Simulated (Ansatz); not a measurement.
Base system: Y in the hcp (Mg type) structure (space group P6_3/mmc, No. 194; a = 3.681 Å, c = 5.721 Å; relaxed with 0.1 eV smearing). Axes: x lies along a and z along c of the hexagonal cell.

The values are results of r2SCAN (Ansatz, an electronic-structure program; PAW; 500 eV plane waves; scalar-relativistic without spin-orbit coupling), earlier PAW set, not measurements.

Strains are applied to the cell and any free atomic positions relax; under biaxial strain the out-of-plane vector relaxes too; under stress the whole cell relaxes.

One change was made to it. Results:

The band gap remains zero; the volume per atom decreases by 0.152 Å³ (33.57 Å³ → 33.41 Å³).

Which change produced these results?
A. biaxial strain −0.72 %, plane normal [001], relaxed out of plane
B. biaxial strain −2.54 %, plane normal [001], relaxed out of plane
C. biaxial strain −3.02 %, plane normal [001], relaxed out of plane
D. uniaxial stress, 0.5 GPa compression along z

D, uniaxial stress, 0.5 GPa compression along z. For comparison, the volume per atom in the other runs: biaxial strain −0.72 %, plane normal [001], relaxed out of plane gives 33.21 Å³; biaxial strain −3.02 %, plane normal [001], relaxed out of plane gives 32.12 Å³; biaxial strain −2.54 %, plane normal [001], relaxed out of plane gives 32.35 Å³.

Beyond what the load breaks, stability against distortions was not tested. All final runs are without spin polarisation.
